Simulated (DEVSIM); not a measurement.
Structure: Ni/HfO2/n-In0.53Ga0.47As capacitor, at 300 K.

```csv
layer (left to right),material,thickness (nm),Nd (cm⁻³)
1,HfO2,29.0,-
2,In0.53Ga0.47As,2300,6.2e16
```

Metal gate on the left, work function 5.1 eV. Fixed charge at the semiconductor interface -8.3e11 cm⁻² (in units of +e); interface traps 1.3e11 cm⁻² eV⁻¹, uniform in energy, neutral level at 0.3 of the gap above the valence band.

The device is made up for the run: typed textbook-type constants, with dimensions and the other settings drawn at random. Values at 300 K.

```csv
parameter,HfO2,In0.53Ga0.47As
gap (eV),5.7,0.74
affinity (eV),2.5,4.51
permittivity,22,13.9
Nc (cm⁻³),-,2.1e17
Nv (cm⁻³),-,7.7e18
```

DEVSIM, 1D Poisson equation in equilibrium, Boltzmann statistics, complete ionisation; no quantum confinement or tunnelling. Metal contacts follow the ideal Schottky-Mott rule: no Fermi-level pinning, no interface dipoles.

Q: Tabulate band edges, carrier densities and field at 0.2 V on the gate.

A: Energies count from the Fermi level of the right contact; mesh points crowd at the junctions.

```csv
x (μm),Ec (eV),Ev (eV),n (cm⁻³),p (cm⁻³),field (V/cm)
0.000,2.400,-3.300,< 1e2,< 1e2,19000
0.001490,2.403,-3.297,< 1e2,< 1e2,19000
0.004735,2.409,-3.291,< 1e2,< 1e2,19000
0.01180,2.422,-3.277,< 1e2,< 1e2,19000
0.02325,2.444,-3.256,< 1e2,< 1e2,19000
0.02704,2.451,-3.248,< 1e2,< 1e2,19000
0.02879,2.455,-3.245,< 1e2,< 1e2,19000
0.03074,0.432,-0.308,1.2e10,5.1e13,-78000
0.03460,0.402,-0.338,3.7e10,1.6e13,-75000
0.04307,0.342,-0.398,3.8e11,1.6e12,-68000
0.06336,0.221,-0.519,4.1e13,1.5e10,-51000
0.1364,0.041,-0.699,4.3e16,1.4e7,-5000
0.2811,0.032,-0.708,6.2e16,9700000,≈ 0
0.6183,0.032,-0.708,6.2e16,9700000,≈ 0
1.589,0.032,-0.708,6.2e16,9700000,≈ 0
2.012,0.032,-0.708,6.2e16,9700000,≈ 0
2.194,0.032,-0.708,6.2e16,9700000,≈ 0
2.272,0.032,-0.708,6.2e16,9700000,≈ 0
2.311,0.032,-0.708,6.2e16,9700000,≈ 0
2.322,0.032,-0.708,6.2e16,9700000,≈ 0
2.327,0.032,-0.708,6.2e16,9700000,≈ 0
2.329,0.032,-0.708,6.2e16,9700000,≈ 0
```
